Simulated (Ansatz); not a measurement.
Input and output of a self-consistent single point for H₄BrN (R3m, 6 atoms in the cell) (Ansatz, a program for electronic structure).

Level of theory: LDA (PW92), default PAW files made with PBE (plane waves; Ansatz).

The change in words: lattice scaled by 0.98; kpoints.mp_grid.grid: 6 6 6 → 12 12 12. Reference geometry:
```yaml
crystal:
  lattice:
    - [4.01210, 0.00000, 0.00000]
    - [0.00000, 4.01210, 0.00000]
    - [0.00000, 0.00000, 4.01210]
  atoms:
    - { symbol: H, position: [0.14921, 0.14921, 0.85079] }
    - { symbol: H, position: [0.14921, 0.85079, 0.14921] }
    - { symbol: H, position: [0.85798, 0.85798, 0.85798] }
    - { symbol: H, position: [0.85079, 0.14921, 0.14921] }
    - { symbol: Br, position: [0.50000, 0.50000, 0.50000] }
    - { symbol: N, position: [0.00000, 0.00000, 0.00000] }
```

Reference input (self-consistent single point, DFT, LDA (PW92), plane waves, default PAW files made with PBE): basis.ecutwfc = 420 eV; kpoints.mp_grid.grid = 6 6 6; hamiltonian.xc = lda; hamiltonian.pseudopotentials = {kind: paw} (the program's default PAW files); scf.occupations.method = fixed. This run's input differs from it in these lines:

Ansatz 0.2 input:
```diff
@@ -3,5 +3,5 @@
   lattice:
-    - [4.01210000, 0.00000000, 0.00000000]
-    - [0.00000000, 4.01210000, 0.00000000]
-    - [0.00000000, 0.00000000, 4.01210000]
+    - [3.93185800, 0.00000000, 0.00000000]
+    - [0.00000000, 3.93185800, 0.00000000]
+    - [0.00000000, 0.00000000, 3.93185800]
   atoms:
@@ -17,3 +17,3 @@
   mp_grid:
-    grid: [6, 6, 6]
+    grid: [12, 12, 12]
 hamiltonian:
```

The program printed (abridged):

```
SCF iter   1: F=—  HF=-3133.454848 eV  |F-HF|=—  |Δ(HF+E_count)|=         —  Δρ=7.86e-3  dr2=1.82e-2  ethr=1.77e-3  ⟨swp⟩=5.6  Hψ=12713  notcnv=0  defer=718
all-band conjugate gradients solve this SCF's bands
preconditioner: auto → none
SCF iter   2: F=—  HF=-3133.450469 eV  |F-HF|=—  |Δ(HF+E_count)|=   4.38e-3  Δρ=3.21e-3  dr2=3.46e-3  ethr=1.14e-4  ⟨swp⟩=2.1  Hψ=4843  notcnv=0  defer=729
SCF iter   3: F=—  HF=-3133.449798 eV  |F-HF|=—  |Δ(HF+E_count)|=   6.71e-4  Δρ=1.56e-3  dr2=1.26e-3  ethr=2.16e-5  ⟨swp⟩=2.0  Hψ=4056  notcnv=0  defer=747
SCF iter   4: F=—  HF=-3133.449406 eV  |F-HF|=—  |Δ(HF+E_count)|=   3.93e-4  Δρ=1.37e-4  dr2=5.03e-6  ethr=7.89e-6  ⟨swp⟩=2.0  Hψ=4026  notcnv=0  defer=733
SCF iter   5: F=—  HF=-3133.449407 eV  |F-HF|=—  |Δ(HF+E_count)|=   7.88e-7  Δρ=5.07e-5  dr2=1.16e-6  ethr=3.14e-8  ⟨swp⟩=2.3  Hψ=3970  notcnv=0  defer=403
SCF iter   6: F=-3133.449406 eV  HF=-3133.449406 eV  |F-HF|=4.62e-8  |Δ(HF+E_count)|=   3.27e-7  Δρ=1.17e-5  dr2=5.86e-8  ethr=6.25e-10  ⟨swp⟩=10.4  Hψ=17701  notcnv=0
SCF 1 converged in 6 iterations: F = -3133.449406 eV  dr2 = 5.86e-8
Free energy (F): -3133.449406 eV
Internal energy: -3133.449406 eV  (E = F + TS)
E sigma→0 (E₀):  -3133.449406 eV
Fermi energy:    1.298624 eV
--- Forces (eV/Å), atoms counted from 1 ---
  atom   1  H      0.77627442     0.77627442    -0.73821405
  atom   2  H      0.77627442    -0.73821405     0.77627442
  atom   3  H     -2.10469427    -2.10469427    -2.10469427
  atom   4  H     -0.73821405     0.77627442     0.77627442
  atom   5  Br    -0.02118024    -0.02118024    -0.02118024
  atom   6  N      1.31151466     1.31151466     1.31151466
--- Stress (GPa, compression-positive) ---
        5.692568       2.093328       2.093328
        2.093328       5.692568       2.093328
        2.093328       2.093328       5.692568
  P = ⅓ Tr σ = 5.6926 GPa (56.926 kbar)
  The stress holds the Pulay correction. Without it, at fixed plane waves, as pw.x and ABINIT print it: P = 5.2694 GPa
```

The run converged in 6 iterations. Against the reference run the free energy goes up by 13.2 meV/atom, the pressure goes from 1.18 to 5.69 GPa, the largest force goes from 2.574 to 3.645 eV/Å and the gap on the mesh goes from 3.895 to 4.166 eV.

The starting cell comes from a database of computed structures (which also holds hypothetical and non-ambient phases and stackings), without a prior relaxation at this level. Its lattice was rescaled by up to half a per cent. One atom was moved a little off its site on purpose. For this run, on top of that: lattice scaled by 0.98. With a pressure of about 6 GPa the cell is away from its equilibrium volume at this level. Forces in this geometry exceed 1 eV/Å. Ansatz's pressure includes its estimate of the finite-basis (Pulay) stress.
